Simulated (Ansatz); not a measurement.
Data:

```yaml
crystal:
  lattice:
    - [4.40170, 0.00000, 0.00000]
    - [-2.20085, 4.00460, 0.00000]
    - [0.00000, 0.00000, 5.90339]
  atoms:
    - { symbol: Te, position: [0.26872, 0.00000, 0.33333] }
    - { symbol: Te, position: [0.99324, 0.25519, 0.66788] }
    - { symbol: Te, position: [0.73804, 0.74481, 0.99878] }
```

No spin polarisation.

Calculations: Ansatz (a quantum-chemistry and plane-wave program) r2SCAN, scalar-relativistic without spin-orbit coupling. k-mesh 8×8×6 (Γ-centred); smearing 0.05 eV (Fermi–Dirac).

Task: Predict the stress, electron mass, space group and gap character.

Result: The stress (xx, yy, zz, yz, xz, xy; compression positive) is (1.37, 0.35, 1.02, 0.50, 0.00, 0.00) GPa and the electron mass is 0.098 mₑ along z, 0.14 mₑ across (off the base's special points). The space group comes out as C2 (No. 5) and the gap character comes out as indirect, k = (3/8, 1/4, -1/2) in the run's primitive reciprocal basis → D.

With Te present, leaving out spin-orbit coupling can change the band edges. The cells carry an imposed strain or load. Masses are band curvatures over ±0.01 Å⁻¹ around the edge. No phonon test of stability was made. The cell was made from Te (space group P3_121, No. 152; made of chains) by this change: uniaxial strain ε_xx = −4.81 %. No dispersion term is included, though the crystal is made of layers, chains or molecules, so its spacings can come out too wide.
